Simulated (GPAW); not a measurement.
## Input and output of a self-consistent single point for Ta3Ru (Fm-3m, 4 atoms in the cell) (GPAW)

Method: PBEsol, GPAW PAW datasets PBEsol (made by gpaw-setup) (plane waves; GPAW).

Input:

```python
from ase import Atoms
from ase.units import GPa
from gpaw import GPAW, PW, FermiDirac

atoms = Atoms(['Ta', 'Ta', 'Ta', 'Ru'],
              cell=[[0.000000, 3.248215, 3.248215],
                    [3.248215, 0.000000, 3.248215],
                    [3.248215, 3.248215, 0.000000]],
              scaled_positions=[[0.250000, 0.250000, 0.250000],
                                [0.750000, 0.750000, 0.750000],
                                [0.500000, 0.500000, 0.500000],
                                [0.000000, 0.000000, 0.000000]],
              pbc=True)

calc = GPAW(mode=PW(600),
            xc='PBEsol',
            kpts=(9, 9, 9),
            occupations=FermiDirac(0.05),
            nbands=-8,
            convergence={'forces': 0.001},
            symmetry={'symmorphic': False, 'tolerance': 0.0005},
            maxiter=150,
            txt='-')

atoms.calc = calc

energy = atoms.get_potential_energy()
print('Energy (eV):', round(energy, 6))
forces = atoms.get_forces()
print('Forces (eV/Ang):')
print(forces.round(5))
stress = atoms.get_stress()
print('Stress (GPa, Voigt):', (stress / GPa).round(4))
```

Output, abridged:

```
Input parameters:
  convergence: {forces: 0.001}
  kpts: [9 9 9]
  maxiter: 150
  mode: {ecut: 600.0,
         name: pw}
  nbands: -8
  occupations: {fixmagmom: False,
                name: fermi-dirac,
                width: 0.05}
  symmetry: {symmorphic: False,
             tolerance: 0.0005}
  xc: PBEsol

species:
  Ta:
    name: Tantalum
    Z: 73.0
    valence: 13
    core: 60
    charge: 0.0
    file: Ta.PBEsol.gz

    # Using partial waves for Ta as LCAO basis

  Ru:
    name: Ruthenium
    Z: 44.0
    valence: 16
    core: 28
    charge: 0.0
    file: Ru.PBEsol.gz

    # Using partial waves for Ru as LCAO basis

Reference energy: -1395320.459673  # eV

Spin-paired calculation

Convergence criteria:
 Maximum [total energy] change in last 3 cyles: 0.0005 eV / valence electron
 Maximum integral of absolute [dens]ity change: 0.0001 electrons / valence electron
 Maximum integral of absolute [eigenst]ate change: 4e-08 eV^2 / valence electron
 Maximum change in the atomic [forces] across last 2 cycles: 0.001 eV/Ang OR
Maximum error relative to the maximum force is below inf
 Maximum number of scf [iter]ations: 150

Symmetries present (total): 48
Symmetries with fractional translations: 0
729 k-points: 9 x 9 x 9 Monkhorst-Pack grid
35 k-points in the irreducible part of the Brillouin zone
       k-points in crystal coordinates                weights
   0:     0.00000000    0.00000000    0.00000000          1/729
   1:     0.11111111    0.11111111    0.00000000          6/729
   2:     0.11111111    0.11111111    0.11111111          8/729
   [... 7 lines left out ...]
          ...
  34:     0.44444444    0.44444444    0.44444444          8/729

Wave functions: Plane wave expansion
  Cutoff energy: 600.000 eV
  Number of coefficients (min, max): 2269, 2301
  Pulay-stress correction: 0.000000 eV/Ang^3 (de/decut=0.000000)

Occupation numbers: Fermi-Dirac:
  width: 0.0500  # eV

Eigensolver

Densities:
  Coarse grid: 27*27*27 grid
  Fine grid: 54*54*54 grid
  Total Charge: 0.000000

Density mixing:
  Method: separate
  Backend: pulay
  Linear mixing parameter: 0.05
  old densities: 5
  Damping of long wavelength oscillations: 50

Hamiltonian:
  XC and Coulomb potentials evaluated on a 54*54*54 grid
  External potential:
    NoExternalPotential

XC parameters: PBEsol with 2 nearest neighbor stencil

Number of atoms: 4
Number of atomic orbitals: 52
Number of bands in calculation: 35
Number of valence electrons: 55
Bands to converge: occupied

Density initialized from atomic densities
  35 bands from LCAO basis set

Atomic positions and initial magnetic moments

Positions:
   0 Ta     1.624108    1.624108    1.624108    ( 0.0000,  0.0000,  0.0000)
   1 Ta     4.872323    4.872323    4.872323    ( 0.0000,  0.0000,  0.0000)
   2 Ta     3.248215    3.248215    3.248215    ( 0.0000,  0.0000,  0.0000)
   3 Ru     0.000000    0.000000    0.000000    ( 0.0000,  0.0000,  0.0000)

Unit cell:
           periodic     x           y           z      points  spacing
  1. axis:    yes    0.000000    3.248215    3.248215    27     0.1389
  2. axis:    yes    3.248215    0.000000    3.248215    27     0.1389
  3. axis:    yes    3.248215    3.248215    0.000000    27     0.1389

  Lengths:   4.593670   4.593670   4.593670
  Angles:   60.000000  60.000000  60.000000

Effective grid spacing dv^(1/3) = 0.1516

     iter     time        total  log10-change:
                         energy   eigst   dens  force
iter:   1 --:--:--   -45.748914
iter:   2 --:--:--   -44.359261   -1.09  -1.23
iter:   3 --:--:--   -43.458836   -1.02  -1.30
iter:   4 --:--:--   -43.091255   -1.59  -1.42
iter:   5 --:--:--   -43.217458   -0.84  -1.58
iter:   6 --:--:--   -43.154005   -2.00  -1.88
iter:   7 --:--:--   -42.926377   -1.81  -1.88
iter:   8 --:--:--   -42.943667   -3.40  -2.41
iter:   9 --:--:--   -42.926868c  -2.90  -2.38
iter:  10 --:--:--   -42.925885c  -3.58  -2.89
iter:  11 --:--:--   -42.925927c  -4.23  -3.29
iter:  12 --:--:--   -42.925838c  -4.56  -3.37
iter:  13 --:--:--   -42.925858c  -5.07  -3.44
iter:  14 --:--:--   -42.925855c  -5.53  -3.43
iter:  15 --:--:--   -42.925837c  -6.00  -3.44
iter:  16 --:--:--   -42.925833c  -5.74  -3.43
iter:  17 --:--:--   -42.925865c  -4.59  -3.42
iter:  18 --:--:--   -42.925787c  -4.73  -3.42
iter:  19 --:--:--   -42.925793c  -5.39  -4.20c
iter:  20 --:--:--   -42.925788c  -6.52  -4.30c
iter:  21 --:--:--   -42.925789c  -6.86  -4.29c
iter:  22 --:--:--   -42.925790c  -7.42c -4.37c
iter:  23 --:--:--   -42.925790c  -7.38  -4.39c
iter:  24 --:--:--   -42.925790c  -6.85  -4.46c
iter:  25 --:--:--   -42.925787c  -7.46c -4.53c -16.10c

Converged after 25 iterations.

Dipole moment: (-0.000000, -0.000000, -0.000000) |e|*Ang

Energy contributions relative to reference atoms: (reference = -1395320.459673)

Kinetic:         +1.492099
Potential:       -9.586595
External:        +0.000000
XC:             -33.952339
Entropy (-ST):   -0.019205
Local:           -0.869349
SIC:             +0.000000
--------------------------
Free energy:    -42.935390
Extrapolated:   -42.925787

Showing only first 2 kpts
 Kpt  Band  Eigenvalues  Occupancy
  0    25     11.80742    1.78667
  0    26     11.80742    1.78667
  0    27     11.80742    1.78667
  0    28     12.87516    0.00000

  1    25     11.76989    1.89328
  1    26     11.83109    1.67829
  1    27     11.83109    1.67829
  1    28     12.75424    0.00000

Fermi level: 11.91368

No gap
No difference between direct/indirect transitions
Energy (eV): -42.925787

Forces in eV/Ang:
  0 Ta   -0.00000    0.00000    0.00000
  1 Ta    0.00000   -0.00000   -0.00000
  2 Ta   -0.00000    0.00000    0.00000
  3 Ru   -0.00000   -0.00000    0.00000

Stress tensor:
     0.063987     0.000000     0.000000
     0.000000     0.063987     0.000000
     0.000000     0.000000     0.063987
Stress (GPa, Voigt): [10.2518 10.2518 10.2518  0.      0.      0.    ]
```

The run converged in 25 iterations. GPAW prints stress with tension positive.

The starting cell comes from a database of computed structures (which also holds hypothetical and non-ambient phases and stackings), without a prior relaxation at this level. Its lattice was rescaled by a random factor within 2.5 % of one. Spin-orbit coupling is off. Spin polarisation is off. With a pressure of about -10 GPa the cell is away from its equilibrium volume at this level.

Cost on one core of a shared machine: roughly 80 s.
